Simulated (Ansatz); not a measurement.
Base system: SrTiO3 in the cubic perovskite structure (space group Pm-3m, No. 221).

```xyz
5
Lattice="3.9070 0.0000 0.0000 0.0000 3.9070 0.0000 0.0000 0.0000 3.9070" Properties=species:S:1:pos:R:3 pbc="T T T"
Sr     0.0000     0.0000     0.0000
Ti     1.9535     1.9535     1.9535
O      0.0000     1.9535     1.9535
O      1.9535     1.9535     0.0000
O      1.9535     0.0000     1.9535
```

Level of theory: plane-wave PAW DFT at the r2SCAN level (Ansatz, an electronic-structure program, 500 eV), scalar-relativistic without spin-orbit coupling.

Base values:

The band gap is 2.26 eV, the smallest direct gap comes out as 2.63 eV and the volume per atom comes out as 11.93 Å³. The gap character is indirect, R → Γ.

Now apply this change: full substitution Sr → Ba; the structure is relaxed again.

Tabulated Pauling electronegativity and covalent radius: Sr 0.95, 1.95 Å; Ba 0.89, 2.15 Å.

Task: How does this affect the band gap?

Result: The band gap shrinks by 0.09 eV (2.26 eV → 2.17 eV).

Task: Estimate the effect on the smallest direct gap.

Result: The smallest direct gap shrinks by 0.35 eV (2.63 eV → 2.28 eV).

Task: Estimate the effect on the volume per atom.

Result: The volume per atom rises by 0.816 Å³ to 12.74 Å³.

Task: What happens to the gap character?

Result: The gap character remains indirect, R → Γ.

No phonon test of stability was made. The final runs are not spin-polarised. Many cubic perovskites are stable only at high temperature; tilts and polar distortions were not tested. This is not the structure that BaTiO3 has at room temperature and ambient pressure.
